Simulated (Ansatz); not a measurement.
**A computed series for CdTe: pressure series**

Take CdTe in the zinc blende structure (space group F-43m, No. 216; a = 6.618 Å) as the base.

Cell and atoms are relaxed at each pressure.

All numbers come from DFT with PBE, PAW potentials and a 420 eV plane-wave cutoff in Ansatz (a program for electronic structure), no spin-orbit coupling.

Before the change:

| Item | Value |
|---|---|
| Band gap | 0.59 eV |

Problem. The aim is a band gap between 1.08 eV and 1.13 eV. Which of these changes reaches it?
A. pressure 4.5 GPa
B. pressure 22.5 GPa
C. pressure 9 GPa
D. pressure 2.1 GPa
E. pressure −1 GPa

Solution. C, pressure 9 GPa. It gives 1.10 eV; pressure 4.5 GPa gives 0.89 eV; pressure −1 GPa gives 0.50 eV; pressure 2.1 GPa gives 0.74 eV; pressure 22.5 GPa gives 1.52 eV. Changes not listed may reach it too

With Te present, leaving out spin-orbit coupling can change the band edges. Load acts through the strain it causes; cell and atoms are relaxed under it. Stability against distortions was not tested. Measured, CdTe leaves this structure (for cinnabar) near 3.53 GPa (temperature not stated; as listed in Datta, Sujoy, Jana, Debnarayan, arXiv (2020)), on rising pressure, with hysteresis.
